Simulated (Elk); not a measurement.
Input and output of a self-consistent single point for YSb (Fm-3m, 2 atoms in the cell) (Elk).

Method of the run: LDA (PW92), spin-orbit coupling in second variation, all-electron FP-LAPW, Elk's shipped species files, LAPW+lo basis in Elk 10.2.4.

```
YSb
1.0
    0.00000     3.10579     3.10579
    3.10579     0.00000     3.10579
    3.10579     3.10579     0.00000
Y Sb
1 1
Direct
  0.50000   0.50000   0.50000
  0.00000   0.00000   0.00000
```

Reference input (self-consistent single point, DFT, LDA (PW92), all-electron FP-LAPW, Elk's shipped species files, LAPW+lo basis): xctype = 3; rgkmax = 7.5; stype = 3; swidth = 0.00367493 Ha; ngridk = 12 12 12; gmaxvr = 16 1/bohr; nxoapwlo = 1. This run's input differs from it in these lines:

```diff
@@ -5,2 +5,5 @@
   3
+
+spinorb
+  .true.
 
@@ -14,2 +17,8 @@
   1
+
+lmaxi
+  3
+
+nempty
+  10
```

Output (repeated stretches shortened):

```
│ Self-consistent loop started │
│ Loop number : 1 │
 total energy                :     -9867.39993706
 total moment                :  -0.3436279514E-23 -0.2722126726E-22 -0.2816809268E-22
│ Loop number : 2 │
 total energy                :     -9867.33885391
 total moment                :   0.6856937763E-23  0.4060729308E-23  0.1793553310E-22
RMS change in Kohn-Sham potential (target) :   0.4758842675E-01 (  0.1000000000E-05)
Absolute change in total energy (target)   :   0.6108314351E-01 (  0.1000000000E-03)
│ Loop number : 3 │
 total energy                :     -9867.12711878
   [... lines left out ...]
 total energy                :     -9860.19143736
 total moment                :  -0.2982444100E-22 -0.1069207573E-22  0.2079478547E-22
RMS change in Kohn-Sham potential (target) :   0.3730917447E-06 (  0.1000000000E-05)
Absolute change in total energy (target)   :   0.4932793327E-03 (  0.1000000000E-03)
│ Loop number : 14 │
 total energy                :     -9860.19146161
 total moment                :   0.3394868336E-22 -0.6645838422E-22  0.1780659224E-23
RMS change in Kohn-Sham potential (target) :   0.8824613713E-07 (  0.1000000000E-05)
Absolute change in total energy (target)   :   0.9906975720E-04 (  0.1000000000E-03)
Convergence targets achieved

│ Loop number : 15 │

Energies :
 Fermi                       :     0.234188064722
 xc effective B-field        :    -0.139222218335E-08
 external B-field            :      0.00000000000
 total energy                :     -9860.19145674
 (external B-field energy excluded from total)

Density of states at Fermi energy :    8.266648961
 (states/Hartree/unit cell)

Estimated indirect band gap :   0.3260713048E-02
 from k-point     41 to k-point      8
Estimated direct band gap   :   0.1917686444E-01
 at k-point      2

Charges :
 core                        :    64.00000000
 valence                     :    26.00000000
 interstitial                :    4.035919137
 muffin-tins (core leakage)
  species :    1 (Y)
   atom    1                 :    36.73914455     (  0.8930259430E-05)
  species :    2 (Sb)
   [... lines left out ...]
 muffin-tins
  species :    1 (Y)
   atom    1                 :   0.7245825430E-23  0.9844242278E-23 -0.3840515642E-23
  species :    2 (Sb)
   atom    1                 :  -0.3922911950E-22  0.4338282846E-22 -0.1108428970E-22
 total in muffin-tins        :  -0.3198329407E-22  0.5322707074E-22 -0.1492480534E-22
 total moment                :  -0.4244679952E-22  0.1343990708E-21 -0.8655202120E-22

│ Self-consistent loop stopped │
```

The run converged in 15 iterations. The count includes the last loop, which Elk runs after its targets are met. 

The starting cell comes from a database of computed structures (which also holds hypothetical and non-ambient phases and stackings), without a prior relaxation at this level. Values depend on the basis (sphere radii, cutoffs, local orbitals), which need not be converged. The log's line on a gap gives a spacing of levels on this mesh, which the program prints for metals too.

These are the values that this program gave, and no reference: the basis lacks p1/2 orbitals, which heavy p elements need under spin-orbit coupling.
